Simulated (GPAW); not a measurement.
## Equation of state of diamond-structure Si (space group 227): energy against volume (GPAW, PBEsol)

```yaml
crystal:
  lattice:
    - [0.00000, 2.63666, 2.63666]
    - [2.63666, 0.00000, 2.63666]
    - [2.63666, 2.63666, 0.00000]
  atoms:
    - { symbol: Si, position: [0.50000, 0.50000, 0.50000] }
    - { symbol: Si, position: [0.75000, 0.75000, 0.75000] }
```

Level of theory: PBEsol, GPAW PAW datasets PBEsol (made by gpaw-setup) (plane waves; GPAW). Settings: mode = pw; ecut = 585 eV; xc = PBEsol; kpts = 11 11 11; mesh shift (steps) = 0 0 0; occupations.name = fermi-dirac; occupations.width = 0.01 eV; nbands = -8; convergence.density = 1e-05 e/electron; convergence.bands = -6; symmetry.symmorphic = false; symmetry.tolerance = 0.0005; maxiter = 150. The cell above is the first row's. The rows scale it uniformly. In all rows fractional positions and the k mesh are held. E is the free energy at the stated smearing, counted from the lowest row.

```
V (Å^3/atom)  E (meV/atom)
------------  ------------
18.330               53.45
18.728               30.79
19.127               14.75
19.525                4.68
19.924                0.00
20.322                0.17
20.721                4.71
21.119               13.18
21.518                   ?
```

Taking the third-order Birch-Murnaghan form, a cubic in V^(-2/3) for E over the 8 complete rows: With u = V^(-2/3) - 0.137, the rows have u = 0.006844, 0.004799, 0.002820, 0.000913, -0.000934, -0.002717, -0.004446, -0.006117. Least squares gives E = 1.751 + 2551.66·u + 726494·u² + 637912·u³. Residuals (row less fit): 0.002, -0.008, 0.012, -0.007, -0.001, 0.002, -0.001, 0.000; standard error 0.008 (degrees of freedom: 4). Its minimum lies at u = -0.001760, so V0 = (0.135240)^(-3/2) = 20.11. There d²E/du² = 1446000 and d³E/du³ = 3827000, so B0 = (4/9) × 20.11^(-7/3) × 1446000 × 0.160218 = 93.7 GPa (the last factor turns the table's units into GPa), and B0' = 4 + (2/3) × 0.135240 × (3827000)/1446000 = 4.2. The program's pressures in the fitted runs (not shown) pass through zero at V = 20.11, 0.01 % from this V0.

### Question
What does the fit predict for E at V = 21.518, and how far is the calculated value from it?

### Answer
u = -0.007740, so E = 1.751 + 2551.66 × (-0.007740) + 726494 × (-0.007740)² + 637912 × (-0.007740)³ = 25.228 meV/atom. The calculation gives 25.19 meV/atom, 0.038 meV/atom below the prediction (0.1 % of the range of E in the table). The row lies outside the fitted rows, so this is an extrapolation. From the scatter of the fitted rows alone, a prediction at this place has a standard error of 0.019 meV/atom, so the miss is 2.0 times that.

Carrying the step between the two nearest rows on in a straight line would have given 21.67, off by 3.52; series whose last step already gives the withheld value aren't shown. The scan was laid around a cell of about the measured size, scaled by a guess for this functional. The runs keep the symmetry of the cell, so they don't test it for distortions. Cutoffs and mesh are single choices, not tested for convergence of this quantity. Series with a scatter that would blur these digits, or in which a gap closes, are not shown. Nor are scans whose minimum lies at an end fitted in this form.
